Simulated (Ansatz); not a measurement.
Response to strain in Al2Pt

Start from Al$_{2}$Pt (space group Fm-3m, No. 225; a = 5.897 Å; relaxed with 0.1 eV smearing).

Strains are applied to the cell and any free atomic positions relax.

Calculations: Ansatz (an electronic-structure program) PBEsol, no SOC.

Notes on the quantities. energy relative to the base: free energy F.

```json
[
 {"isotropic strain (%)": "-3", "energy relative to the base (meV/atom)": "66.4"},
 {"isotropic strain (%)": "-2", "energy relative to the base (meV/atom)": "?"},
 {"isotropic strain (%)": "-1.5", "energy relative to the base (meV/atom)": "15.8"},
 {"isotropic strain (%)": "-1", "energy relative to the base (meV/atom)": "6.9"},
 {"isotropic strain (%)": "0", "energy relative to the base (meV/atom)": "0.0"},
 {"isotropic strain (%)": "1", "energy relative to the base (meV/atom)": "6.4"},
 {"isotropic strain (%)": "1.5", "energy relative to the base (meV/atom)": "14.2"},
 {"isotropic strain (%)": "2", "energy relative to the base (meV/atom)": "24.9"},
 {"isotropic strain (%)": "3", "energy relative to the base (meV/atom)": "54.1"}
]
```

### Question
Fit ΔE = Aε² + Bε³ (ε in %) to the rows shown and predict the withheld row.

### Answer
Least squares on the printed values gives A = 6.69 and B = -0.23 meV/atom (largest residual 0.1 meV/atom); this predicts 28.6 meV/atom, and the run gives 28.5 meV/atom, in agreement.

Stability against distortions was not tested. The final runs are not spin-polarised.
